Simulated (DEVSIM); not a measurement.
Device: GaP/Si n-p heterojunction, at 250 K.

Layer 1 from the left is GaP, thickness (μm) 0.820, Nd (cm⁻³) 5.6e16, τn (s) 2.4e-7, τp (s) 2.4e-7. Layer 2 from the left is Si, thickness (μm) 2.90, Na (cm⁻³) 5.5e15, τn (s) 2.4e-7, τp (s) 2.4e-7.

Left contact: ohmic. Right contact: ohmic. Voltage is applied to the left contact. Recombination: SRH at mid-gap, radiative, Auger. Mobility is constant in doping.

The device is made up for the run: typed textbook-type constants, with dimensions and the other settings drawn at random. Values at 300 K; Nc and Nv go as T^1.5, mobilities as T to minus their exponent, the gap by Varshni's rule with the affinity fixed.

GaP: gap (eV) 2.26, affinity (eV) 3.8, permittivity 11.1, Nc (cm⁻³) 1.8e19, Nv (cm⁻³) 1.9e19, μn (cm²/Vs) 250, μp (cm²/Vs) 150, T exponent of μn 1.6, T exponent of μp 1.98, B (cm³/s) 1e-13, Cn (cm⁶/s) 1e-30, Cp (cm⁶/s) 1e-30, Varshni α (eV/K) 0.00058, Varshni β (K) 372. Si: gap (eV) 1.124, affinity (eV) 4.05, permittivity 11.7, Nc (cm⁻³) 2.86e19, Nv (cm⁻³) 3.1e19, μn (cm²/Vs) 1417, μp (cm²/Vs) 470, T exponent of μn 2.3, T exponent of μp 2.2, B (cm³/s) 4.7e-15, Cn (cm⁶/s) 2.8e-31, Cp (cm⁶/s) 9.9e-32, Varshni α (eV/K) 0.000473, Varshni β (K) 636.

DEVSIM, 1D drift-diffusion, Boltzmann statistics, complete ionisation; no tunnelling, impact ionisation, image-force lowering or self-heating. Band offsets follow the typed affinities; no thermionic-emission limit at abrupt steps, no polarisation charge.

Question: What does the simulation give for the potential step across the device at zero bias, the dark forward voltage at 100 A/cm², the largest field in the device at zero bias?

Answer: potential step across the device at zero bias 1.087 V; dark forward voltage at 100 A/cm² 0.847 V; largest field in the device at zero bias 61000 V/cm.
